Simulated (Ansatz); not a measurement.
Data:

End structure of the (0001) surface of hcp Os, one row in 4 of the top plane missing (bottom of the slab: a bare face, its two planes held):

```xyz
23
Lattice="2.7542 0.0000 0.0000 -5.5085 9.5409 0.0000 0.0000 0.0000 27.0000" Properties=species:S:1:pos:R:3 pbc="T T T"
Os     1.3771     0.7951     8.0669
Os     0.0000     3.1803     8.0669
Os    -1.3771     5.5655     8.0669
Os    -2.7542     7.9508     8.0669
Os     0.0000     1.5902    10.2401
Os    -1.3771     3.9754    10.2401
Os    -2.7542     6.3606    10.2401
Os    -4.1313     8.7459    10.2401
Os     1.3771     0.7975    12.3911
Os     0.0000     3.1780    12.4152
Os    -1.3771     5.5617    12.3907
Os    -2.7542     7.9536    12.4013
Os     0.0000     1.5821    14.6053
Os    -1.3771     3.9597    14.5996
Os    -2.7542     6.3620    14.5803
Os    -4.1313     8.7636    14.6052
Os     1.3771     0.8265    16.7712
Os     0.0000     3.1337    16.7945
Os    -1.3771     5.5809    16.7258
Os    -2.7542     7.9676    16.7361
Os    -1.3771     4.0934    18.8138
Os    -2.7542     6.3605    18.8125
Os    -4.1313     8.6276    18.8162
```

Set-up: 23 atoms, 10.9 Å thick at the start; mesh 16x4x1; 0.1 eV smearing; dipole correction on; 8 atoms held, the rest relaxed; symmetry of the start imposed; no spin, no spin-orbit, no U. It is one candidate, not shown to be the stable structure of the face.

**Question.** What is the computed work function of the top face (Ansatz (a first-principles code) with PBE)?

**Answer.** 4.87 eV
